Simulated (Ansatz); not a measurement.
## Carrier properties of MgO under load (space group I4/mmm)

Here is the system:

```
MgO
1.0
    0.00000     2.05738     2.13955
    2.05738     0.00000     2.13955
    2.05738     2.05738     0.00000
Mg O
1 1
Cartesian
  0.00000   0.00000   0.00000
  2.05738   2.05738   2.13955
```

These are r2SCAN, rigid bands (plane waves, PAW, scalar-relativistic; Ansatz, a quantum-chemistry and plane-wave program) values and carry that method's errors. Condition of this run: biaxial stress in (001) of 9 GPa (compression positive) (the target of the relaxation). Geometry: cell and atoms relaxed with PBEsol, then loaded as said.

```
Quantity                                                                                                                                                           Value
---------------------------------------------------------------------------------------------------------------------------------------  -------------------------------
band gap                                                                                                                                                         5.89 eV
electron conductivity mass (300 K, dilute)                                                                                               0.39 (x), 0.39 (y), 0.36 (z) mₑ
hole conductivity mass (300 K, dilute)                                                                                                     2.3 (x), 2.3 (y), 1.55 (z) mₑ
effective density of states N_c (300 K)                                                                                                                      5.8e18 cm⁻³
effective density of states N_v (300 K)                                                                                                                      7.8e19 cm⁻³
density-of-states mass, electrons                                                                                                                                0.38 mₑ
density-of-states mass, holes                                                                                                                                     2.1 mₑ
Seebeck coefficient, n-type 1e19 cm⁻³, 300 K                                                                                                                   -181 μV/K
best n-type power factor at 300 K for τ = 10 fs (best axis; densities from 1e16 to 1e21 cm⁻³ tried, whether or not they can be reached)      2.7 μW/(cm·K²) at 3e19 cm⁻³
Seebeck coefficient, p-type 1e19 cm⁻³, 300 K                                                                                                                    438 μV/K
```

Rigid bands; masses and Seebeck coefficients take one relaxation time τ for all states and one kind of carrier; polarons and phonon drag are left out. Spin-orbit coupling is left out. Geometry: cell and atoms relaxed with PBEsol.
